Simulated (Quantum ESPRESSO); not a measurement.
Quantum ESPRESSO run on CuGe₂P₃ (P3m1, 6 atoms in the cell): self-consistent single point.

Method: optB88-vdW, PSlibrary PAW (PBE) pseudopotentials (plane waves; Quantum ESPRESSO 7.5).

```
CELL_PARAMETERS angstrom
      3.86289     0.00000     0.00000
     -1.93145     3.34536     0.00000
      0.00000     0.00000     9.31995
ATOMIC_POSITIONS crystal
  Cu 0.00000 0.00000 0.98005
  Ge 0.66667 0.33333 0.32685
  Ge 0.33333 0.66667 0.69294
  P  0.00000 0.00000 0.22693
  P  0.66667 0.33333 0.58639
  P  0.33333 0.66667 0.93684
```

Reference input (self-consistent single point, DFT, LDA (PZ), plane waves, PSlibrary PAW (LDA) pseudopotentials): ecutwfc = 55 Ry; ecutrho = 330 Ry; occupations = smearing; smearing = methfessel-paxton; degauss = 0.0099958 Ry; K_POINTS = automatic 8 8 3 0 0 0; conv_thr = 1e-11 Ry; mixing_beta = 0.3. This run's input differs from it in these lines:

```diff
@@ -12,4 +12,4 @@
   ntyp = 3
-  ecutwfc = 55
-  ecutrho = 330
+  ecutwfc = 50
+  ecutrho = 300
   occupations = 'smearing'
@@ -17,2 +17,3 @@
   degauss = 0.0099958
+  input_dft = 'vdw-df-obk8'
 /
@@ -23,5 +24,5 @@
 ATOMIC_SPECIES
-Cu    63.5460  Cu.pz-dn-kjpaw_psl.1.0.0.UPF
-Ge    72.6300  Ge.pz-n-kjpaw_psl.1.0.0.UPF
-P     30.9738  P.pz-n-kjpaw_psl.1.0.0.UPF
+Cu    63.5460  Cu.pbe-dn-kjpaw_psl.1.0.0.UPF
+Ge    72.6300  Ge.pbe-n-kjpaw_psl.1.0.0.UPF
+P     30.9738  P.pbe-n-kjpaw_psl.1.0.0.UPF
 ATOMIC_POSITIONS alat
```

Output (repeated stretches shortened):

```
     Self-consistent Calculation

     iteration #  1     ecut=    50.00 Ry     beta= 0.30

     total energy              =    -713.79234708 Ry
     estimated scf accuracy    <       0.40184730 Ry

     iteration #  2     ecut=    50.00 Ry     beta= 0.30

     total energy              =    -713.80875410 Ry
     estimated scf accuracy    <       0.71562350 Ry

     iteration #  3     ecut=    50.00 Ry     beta= 0.30

     total energy              =    -713.89879483 Ry
     estimated scf accuracy    <       0.12684370 Ry

   [... 12 blocks of this kind left out ...]

     iteration # 16     ecut=    50.00 Ry     beta= 0.30

     total energy              =    -713.90460739 Ry
     estimated scf accuracy    <          2.5E-10 Ry

     iteration # 17     ecut=    50.00 Ry     beta= 0.30
     End of self-consistent calculation

     the Fermi energy is     6.9676 ev

!    total energy              =    -713.90460739 Ry
     estimated scf accuracy    <          5.3E-12 Ry
     smearing contrib. (-TS)   =      -0.00016783 Ry
     internal energy E=F+TS    =    -713.90443956 Ry

     convergence has been achieved in  17 iterations

     Forces acting on atoms (cartesian axes, Ry/au):

     atom    1 type  1   force =     0.00000000    0.00000000    0.00213731
     atom    2 type  2   force =     0.00000000   -0.00000000    0.00352561
     atom    3 type  2   force =     0.00000000    0.00000000   -0.00161632
     atom    4 type  3   force =     0.00000000   -0.00000000   -0.00565713
     atom    5 type  3   force =     0.00000000    0.00000000   -0.00393801
     atom    6 type  3   force =     0.00000000   -0.00000000    0.00554854

     Total force =     0.009895     Total SCF correction =     0.000002

          total   stress  (Ry/bohr**3)                   (kbar)     P=        9.42
   0.00004604   0.00000000   0.00000000            6.77        0.00        0.00
   0.00000000   0.00004604  -0.00000000            0.00        6.77       -0.00
   0.00000000  -0.00000000   0.00010013            0.00       -0.00       14.73

   JOB DONE.
```

The run converged in 17 iterations. Against the reference run the pressure goes from -4.53 to 0.94 GPa and the largest force goes from 0.222 to 0.145 eV/Å.

The starting cell comes from a database of computed structures (which also holds hypothetical and non-ambient phases and stackings), without a prior relaxation at this level. Spin polarisation is off. The run gives no clean gap (levels at the Fermi energy touch, overlap or are partly filled at this smearing), which alone does not show that the compound is a metal.

Cost on one core of a shared machine: roughly 4 min.
